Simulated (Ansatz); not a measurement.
Structures of equal composition on the (110) surface of bcc Ta: a layer of Al in place of the second plane; a layer of Al in place of the third plane. The slabs share one bottom face, and each structure is named by its start. These are constructed structures in small cells; real faces may alloy, dewet or reconstruct in larger ones, and not all known structures of the face are among them. Slabs of about 11 Å with all that they carry, Fermi-Dirac smearing of 0.1 eV. Bottom of the slabs: a bare face, its two planes held. Relaxed from the named starts with such symmetry as they have, on meshes of like density; energies extrapolated to zero smearing; no spin-orbit coupling, no U. Spin-polarised runs, if any, are marked in brackets, and their order is one that fits the cell; the others ran without spin.

Level of theory: PBE (plane waves to 420 eV, PAW; Ansatz, a first-principles code).

**Question.** Put the candidates in order of energy per 1x1 cell, lowest first, for PBE.

**Answer.** a layer of Al in place of the third plane (0.000 eV), a layer of Al in place of the second plane (0.257 eV)
